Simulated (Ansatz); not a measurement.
Cu: biaxial strain −2.50 %, plane normal [001], relaxed out of plane

Start from Cu in the fcc (Cu type) structure (space group Fm-3m, No. 225; a = 3.518 Å; relaxed with 0.1 eV smearing). Axes: x, y, z lie along the cube axes.

Now apply this change: biaxial strain −2.50 %, plane normal [001], relaxed out of plane (Cartesian); in-plane vectors clamped, the third vector and the atoms free.

Calculations: Kohn–Sham DFT with the LDA functional, run in Ansatz (a first-principles code) with PAW and 420 eV plane waves, without spin-orbit coupling. k-mesh 32×32×32 (Γ-centred); smearing 0.1 eV (Fermi–Dirac).

```csv
quantity,base,changed,shift
volume per atom,10.89 Å³,10.71 Å³,-0.18 Å³
space group,Fm-3m (No. 225),I4/mmm (No. 139),–
shortest interatomic distance,2.488 Å,2.426 Å,-0.062 Å
energy relative to the base (free energy F),0 meV/atom,+8.3 meV/atom,+8.3 meV/atom
band gap,zero,zero,–
out-of-plane strain,–,+3.44 %,–
ratio −ε⊥/ε∥,–,1.38,–
mean in-plane stress (compression positive),–,+5.3 GPa,–
```

Whether these cells are dynamically stable was not tested. All final runs are without spin polarisation.
